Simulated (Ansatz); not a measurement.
Slab thickness and the (010) surface of MnP-type NiSi: the same face, mesh and vacuum, all atoms relaxed.

These are PBE (plane waves to 420 eV, PAW; Ansatz, a program for electronic structure) values and carry that method's errors.

```tsv
atoms	thickness (Å)	γ (J/m²)	work function, top face (eV)	rough cost
12	3.2	?	?	roughly 2.7 core-minutes
20	6.6	?	?	around 6 core-minutes (rough)
28	9.9	1.83	4.75	around 13 core-minutes (rough)
36	13.3	1.83	4.77	very roughly 16 core-minutes
44	16.7	1.83	4.77	around 50 core-minutes (rough)
60	23.4	1.83	4.77	roughly 50 core-minutes
76	30.1	1.83	4.77	about 2.8 core-hours (a rough figure)
```

**Question.** Some entries are withheld; supply them.

**Answer.** 
- 12, γ (J/m²): 1.79
- 12, work function, top face (eV): 4.61
- 20, γ (J/m²): 1.84
- 20, work function, top face (eV): 4.79

**Question.** From which thickness on does the surface energy stay within 0.03 J/m² of the thickest slab's?

**Answer.** from 20 atoms on.
